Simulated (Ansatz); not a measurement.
Base system: ZnO in the wurtzite structure (space group P6_3mc, No. 186).

```xyz
4
Lattice="3.2795 0.0000 0.0000 -1.6397 2.8401 0.0000 0.0000 0.0000 5.2937" Properties=species:S:1:pos:R:3 pbc="T T T"
Zn     0.0000     1.8934     0.0077
Zn     1.6397     0.9467     2.6546
O      0.0000     1.8934     2.0145
O      1.6397     0.9467     4.6613
```

The values are results of PBE (Ansatz, a quantum-chemistry and plane-wave program; PAW; 420 eV plane waves; scalar-relativistic without spin-orbit coupling), not measurements.

Before the change:

The electron mass comes out as 0.14 mₑ (at Γ) and the valence-band top at Γ is 0.00, 0.00, -0.08 eV. The pressure comes out as 0.00 GPa.

Now apply this change: an isotropic linear strain of +0.60 %; the atoms relax in the strained cell.

Q: How does this affect the electron mass, valence-band top at Γ, pressure, mean gap deformation potential ΔEg/Δln V and energy relative to the base?

A: The electron mass changes from 0.14 mₑ (at Γ) to 0.13 mₑ (at Γ); the valence-band top at Γ (three highest levels, from the VBM) changes from 0.00, 0.00, -0.08 eV to 0.00, 0.00, -0.07 eV; the pressure (mean of the normal stresses, compression positive) goes from zero to -2.22 GPa; the mean gap deformation potential ΔEg/Δln V amounts to -1.5 eV; the energy increases by 1.6 meV/atom.

Effective masses come from finite differences of ±0.01 Å⁻¹. Stability against distortions was not tested.
